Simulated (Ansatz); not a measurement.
The reference is MoSi2 (space group I4/mmm, No. 139; a = 3.190 Å, c = 7.822 Å; relaxed with 0.1 eV smearing). Axes: x, y, z lie along a, b, c of the conventional cell.

Computed with PBEsol (Ansatz, a first-principles code; PAW; 420 eV plane waves; spin-orbit coupling left out).

Base values:

The pressure is 0.0 GPa.

Perturbation: uniaxial strain ε_zz = +2.00 %, all other strain components held at zero; the atoms relax in the strained cell.

**Question.** How does this affect the pressure?

**Answer.** The pressure (mean of the normal stresses, compression positive) goes from zero to -4.4 GPa.

**Question.** Predict the new energy relative to the base.

**Answer.** The energy goes up by 8.1 meV/atom.

Stability against distortions was not tested. All final runs are without spin polarisation.
